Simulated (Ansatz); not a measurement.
The starting structures come from a database of crystals and need not be the phases stable at ambient conditions.

 Where the default PAW files enter, the runs use the earlier of Ansatz's two default sets.

Evanescent states of TaCu3Te4 (P-43m, not sure to be the ambient phase, 8 atoms a cell, 26.5 Å³ an atom) along the normal of (001)

All values below come from r2SCAN (plane waves, PAW; Ansatz, a first-principles code).

The gap is the functional's own, uncorrected, and κ follows it; spin-orbit coupling is left out. Mid-gap values are interpolated between the computed energies.

Energies count from the valence-band top; κ is the least over a 6×6 mesh across the current.

| E (eV) | κ (1/Å) | where |
|---|---|---|
| 0.04 | 0.057 | off Γ |
| 0.12 | 0.096 | off Γ |
| 0.20 | 0.121 | off Γ |
| 0.28 | 0.140 | off Γ |
| 0.36 | 0.155 | off Γ |
| 0.44 | 0.167 | off Γ |
| 0.52 | 0.178 | off Γ |
| 0.60 | 0.187 | off Γ |
| 0.68 | 0.195 | off Γ |
| 0.76 | 0.201 | off Γ |
| 0.84 | 0.207 | off Γ |
| 0.92 | 0.211 | off Γ |
| 1.00 | 0.215 | off Γ |
| 1.08 | 0.204 | off Γ |
| 1.16 | 0.169 | off Γ |
| 1.24 | 0.120 | off Γ |

How thick must the barrier be to attenuate the transmission by 10^6 when the electrodes' Fermi level lies at 1.24 eV, and what attenuation does that film give at 0.52 eV?

d = 6 ln 10 / (2 × 0.120) = 57.6 Å. At 0.52 eV it gives 6 × 0.178/0.120 = 8.9 decades.
